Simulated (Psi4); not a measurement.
Psi4 1.11, WB97X/def2-svp: hydrogen iodide (I), 2 atoms. The geometry is a generated start, not checked to be a minimum at this level.

```yaml
task: energy
method: wb97x
basis: def2-svp
memory: 3 GB
maxiter: 100
keys_of_the_molecule_block: symmetry c1
scf_type: df (default)
scf_initial_accelerator: adiis (default)
e_convergence: 1e-06 (default)
d_convergence: 1e-06 (default)
dft_radial_points: 75 (default)
dft_spherical_points: 302 (default)
effective_core_potentials: those of the basis set, past Kr
basis_functions: 31
grid_points: 41709
```

```xyz
2

I      0.7859    -0.0161     0.0084
H     -0.7859     0.0161    -0.0084
```

With the defaults (damping_percentage = 0, guess = auto, which took SAD, diis_start = 1, soscf = false, soscf_start_convergence = 0.01, diis_max_vecs = 10, level_shift = 0, level_shift_cutoff = 0.01) it converges in 7 SCF iterations. One run each on 2 threads, with these changes:
- diis_max_vecs = 3
- diis_start = 4
- guess = gwh
- level_shift = 0.1, level_shift_cutoff = 0.001
- soscf = true, soscf_start_convergence = 0.1
- guess = modhuckel
- soscf = true
- damping_percentage = 60
- guess = sap

Question: Which of these changes keep the SCF from converging, or lead it to another solution?

Answer: No convergence: damping_percentage = 60 (the run ends without SCF convergence in 100 iterations). The rest reach the solution of the defaults.

```
setting                                        SCF iterations  JK calls             end
---------------------------------------------  --------------  --------  --------------
soscf = true                                                5        16   same solution
soscf = true, soscf_start_convergence = 0.1                 5        16   same solution
the defaults                                                7         8   same solution
level_shift = 0.1, level_shift_cutoff = 0.001               7         8   same solution
guess = modhuckel                                           8        18   same solution
diis_start = 4                                              8         9   same solution
diis_max_vecs = 3                                           8         9   same solution
guess = sap                                                 8         8   same solution
guess = gwh                                                 8         8   same solution
damping_percentage = 60                                   100       101  no convergence
```

An SOSCF iteration holds several JK calls; a Hückel guess adds calls on atoms.
